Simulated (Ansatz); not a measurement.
Structures of equal composition on the (000-1) surface of 4H silicon carbide (C plane on top): (√3x√3)R30° Sb adatom at H3; (√3x√3)R30° Sb adatom at T4. The slabs share one bottom face, and each structure is named by its start. These are constructed structures in small cells; real faces may alloy, dewet or reconstruct in larger ones, and not all known structures of the face are among them. Slabs of about 11 Å, Fermi-Dirac smearing of 0.025 eV. Bottom of the slabs: H caps. Relaxed from the named starts with such symmetry as they have, on meshes of like density; energies extrapolated to zero smearing; spin only where a row says so; no spin-orbit coupling, no U. Brackets mark spin-polarised runs, whose order is one that fits the cell. Where a second, spin-polarised start was run, the lower counts.

Computed with HSE06, at the PBE geometry (plane waves to 420 eV, PAW; Ansatz, a program for electronic structure).

Put the candidates in order of energy per 1x1 cell, lowest first, for HSE06, at the PBE geometry.

(√3x√3)R30° Sb adatom at T4 (0.000 eV), (√3x√3)R30° Sb adatom at H3 (0.076 eV)
